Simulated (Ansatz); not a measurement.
A dielectric-response calculation of PbBrF (P4/nmm, 6 atoms in the cell) with Ansatz (an electronic-structure program).

Method: LDA (PW92), default PAW files made with PBE (plane waves; Ansatz).

```
PbBrF
1.0
    4.19761     0.00000     0.00000
    0.00000     4.19761     0.00000
    0.00000     0.00000     7.68533
Pb Br F
2 2 2
Cartesian
  0.00000   2.09881   6.22050
  2.09881   0.00000   1.46482
  2.09881   0.00000   5.01644
  0.00000   2.09881   2.66888
  2.09881   2.09881   0.00000
  0.00000   0.00000   0.00000
```

Reference input (self-consistent single point, DFT, LDA (PW92), plane waves, default PAW files made with PBE): basis.ecutwfc = 30.9 Ry; kpoints.mp_grid.grid = 6 6 4; hamiltonian.xc = lda; hamiltonian.pseudopotentials = {kind: paw} (the program's default PAW files); scf.occupations.method = fermi_dirac; scf.occupations.width = 0.0037 Ry. This run's input differs from it in these lines:

Ansatz 0.2 input:
```diff
@@ -14,3 +14,3 @@
 basis:
-  ecutwfc: 30.9 Ry
+  ecutwfc: 24.6 Ry
 kpoints:
@@ -24,8 +24,4 @@
   occupations:
-    method: fermi_dirac
-    width: 0.0037 Ry
-output:
-  forces: true
-  eigenvalues: true
-  stress: true
+    method: fixed
+dielectric: {}
```

Output, abridged:

```
SCF iter   1: F=—  HF=-30183.700263 eV  |F-HF|=—  |Δ(HF+E_count)|=         —  Δρ=1.76e-2  dr2=2.51e-1  ethr=1.77e-3  ⟨swp⟩=5.1  Hψ=6782  notcnv=0  defer=207
all-band conjugate gradients solve this SCF's bands
preconditioner: auto → Resta (q_TF=auto, 2.355 Å⁻¹)
SCF iter   2: F=—  HF=-30183.643323 eV  |F-HF|=—  |Δ(HF+E_count)|=   5.69e-2  Δρ=6.44e-3  dr2=4.72e-2  ethr=4.48e-4  ⟨swp⟩=2.0  Hψ=4044  notcnv=0  defer=212
   [... lines left out ...]
SCF iter   6: F=—  HF=-30183.633536 eV  |F-HF|=—  |Δ(HF+E_count)|=   3.23e-6  Δρ=1.80e-5  dr2=3.30e-7  ethr=2.53e-8  ⟨swp⟩=2.2  Hψ=3124  notcnv=0  defer=100
SCF iter   7: F=—  HF=-30183.633533 eV  |F-HF|=—  |Δ(HF+E_count)|=   2.80e-6  Δρ=3.46e-6  dr2=1.93e-8  ethr=5.90e-10  ⟨swp⟩=2.3  Hψ=3239  notcnv=0  defer=100
SCF iter   8: F=—  HF=-30183.633533 eV  |F-HF|=—  |Δ(HF+E_count)|=  6.18e-11  Δρ=1.06e-6  dr2=9.78e-10  ethr=3.45e-11  ⟨swp⟩=2.1  Hψ=2717  notcnv=0  defer=100
SCF iter   9: F=-30183.633533 eV  HF=-30183.633533 eV  |F-HF|=1.09e-11  |Δ(HF+E_count)|=  1.06e-10  Δρ=1.78e-7  dr2=4.05e-11  ethr=1.00e-12  ⟨swp⟩=10.0  Hψ=8476  notcnv=0
SCF 1 converged in 9 iterations: F = -30183.633533 eV  dr2 = 4.05e-11
DFPT response loops at Γ: preconditioner auto → Resta (q_TF=auto, 2.355 Å⁻¹)  ε∞=5.1 (no band partly filled) …
── the response to a field inside a basis, on 6×6×4 k-points: an SCF that follows is theirs, and a resumed run solves both again ──
Crystal: 6 atoms, lattice volume = 135.415 Å³
Bands: 29, of which v1, the nominal top of the filled ones, is band 28 counted from 1 (27 counted from 0)
k-points: 12 of 144
Initial density: handed on by an earlier stage of this run
Initial wavefunctions: pseudopotential atomic-orbital guess (no wavefunctions were taken with the density)
Eigensolver: Dense (12 Hₖ)
   [... lines left out ...]
Free energy (F): -30183.633533 eV
Fermi energy:    5.440774 eV
   [... lines left out ...]
         0.00000    0.00000   -2.11923
    site 5:
        -1.88787   -0.00000   -0.00000
         0.00000   -1.88787    0.00000
        -0.00000    0.00000   -2.11923
  Z* charge neutrality: 1.545e-2 e pre-enforcement
  solved inside a basis spanned on kpoints, on 6×6×4 k-points, its susceptibility summed on 10×10×6: ε∞ is read to err by 2.7e-2, Z* by 2.8e-2 e (field_mesh …
```

The run converged in 15 iterations. 

Summary of the result:
- Free energy E − TS (on the zero of these files): -30183.6335 eV
- Top of the valence band (on the code's own zero): 5.44 eV
- Gap on the k-point mesh: 2.32 eV
- ε∞ at this k-point mesh, which may be far from converged in small-gap cells (xx, yy, zz): 5.82, 5.82, 4.72
- Born charges at this mesh (mean of the diagonal, e): Pb 3.77, Pb 3.77, Br -1.80, Br -1.80, F -1.96, F -1.96

The starting cell comes from a database of computed structures (which also holds hypothetical and non-ambient phases and stackings), without a prior relaxation at this level. Its lattice was rescaled by up to half a per cent. Spin-orbit coupling is off. The cutoff lies below the one recommended for these files.

Cost on one core of a shared machine: roughly 2 min.
